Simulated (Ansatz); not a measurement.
## Lattice thermal conductivity of GaSb (zinc blende, F-43m)

Method: the phonon Boltzmann equation with three-phonon and isotope scattering; r2SCAN density-functional theory in Ansatz (plane waves, PAW); third-order constants from a 54-atom supercell out to 5.6 Å, harmonic mesh 6×6×6, k mesh 6×6×6, scattering mesh 15×15×15. Dynamical quadrupoles are not included in the interpolation of the phonons between the solved wave vectors. Spin-orbit coupling is not included. Unless called populations, κ holds the coherence term between modes besides the Boltzmann populations.

| T (K) | κ (W/m/K) | κ, relaxation time | coherences (mean) |
|---|---|---|---|
| 100 | 140 | 140 | 0.0063 |
| 150 | 85 | 85 | 0.010 |
| 200 | 62 | 61 | 0.013 |
| 250 | 49 | 48 | 0.016 |
| 300 | 41 | 40 | 0.018 |
| 400 | 30 | 30 | 0.022 |
| 500 | 24 | 24 | 0.026 |
| 600 | 20 | 20 | 0.030 |

```yaml
highest_phonon_frequency: 7.0 THz
exponent n of κ ∝ T⁻ⁿ above 300 K: 1.00
```

Computed at 300 K against measurement: lattice thermal conductivity 40.6 computed, 40 measured W/(m K) (+2 %; Cormac Toher, Corey Oses, Jose J. Plata et al., Physical Review Materials (2017), arXiv:1611.05714).  

Supercell, cutoff and meshes were set by a common rule and not converged for this crystal in particular.

Whether this phase is the stable one at each condition was not tested.

The PAW data sets were generated under PBE and serve the other functionals too.

Ansatz is a quantum-chemistry and plane-wave program.
